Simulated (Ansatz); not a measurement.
The starting structures come from a database of crystals and need not be the phases stable at ambient conditions.

By PBEsol, the system below comes out a metal.

The ballistic (Sharvin) conductance counts the channels at the Fermi level: G/A = (e²/h) × channels of both spins per area.

Input:

```yaml
crystal:
  lattice:
    - [4.22470, 0.00000, 0.00000]
    - [0.00000, 5.27822, 0.00000]
    - [0.00000, 0.00000, 4.49737]
  atoms:
    - { symbol: Ni, position: [0.50000, 0.25185, 0.83105] }
    - { symbol: Ni, position: [0.50000, 0.74815, 0.83105] }
    - { symbol: Ni, position: [0.00000, 0.24815, 0.16895] }
    - { symbol: Ni, position: [0.00000, 0.75185, 0.16895] }
    - { symbol: Ni, position: [0.00000, 0.50000, 0.69570] }
    - { symbol: Ni, position: [0.50000, 0.00000, 0.30430] }
    - { symbol: Sn, position: [0.50000, 0.50000, 0.32969] }
    - { symbol: Sn, position: [0.00000, 0.00000, 0.67031] }
```

Space group of this cell: Pmmn. The cell is taken as given; by PBEsol its mean pressure is -1.7 GPa.

The current flows along the normal of the first two printed cell vectors. No spin-orbit coupling; the value is a mean over 0.1 eV about the Fermi level.

Problem. Estimate the ballistic conductance per area that PBEsol in Ansatz (an electronic-structure program) returns for this system.

Solution. 0.76 × 10¹⁵ S/m² for both spins.
